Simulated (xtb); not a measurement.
xtb 6.7.1, GFN2-xTB: Cc1csc(-c2cc3c(s2)-c2sc([Si](C)(C)C)cc2C3(C)C)c1, 45 atoms. The geometry is a generated start, not checked to be a minimum at this level.

```
Item                      Result
-----------------  -------------
run flags                 --grad
method                  GFN2-xTB
--acc                1 (default)
--etemp (K)        300 (default)
basis functions              138
valence electrons            120
```

One run each on 1 thread. Values of broydamp tried: 0.02, 0.05, 0.1, 0.2, 0.4 (default), 0.6, 0.8, 1.

### Question
How does the count of SCC iterations change with broydamp, and where is it least?

### Answer
Fewest SCC iterations, within one of each other: 0.2 with 14, 0.4 (default) with 14, 0.6 with 15, 0.8 with 15. The count rises to 22 at 0.02. All converge to one solution.

| broydamp | SCC iterations | end |
|---|---|---|
| 0.02 | 22 | same solution |
| 0.05 | 20 | same solution |
| 0.1 | 18 | same solution |
| 0.2 | 14 | same solution |
| 0.4 (default) | 14 | same solution |
| 0.6 | 15 | same solution |
| 0.8 | 15 | same solution |
| 1 | 17 | same solution |
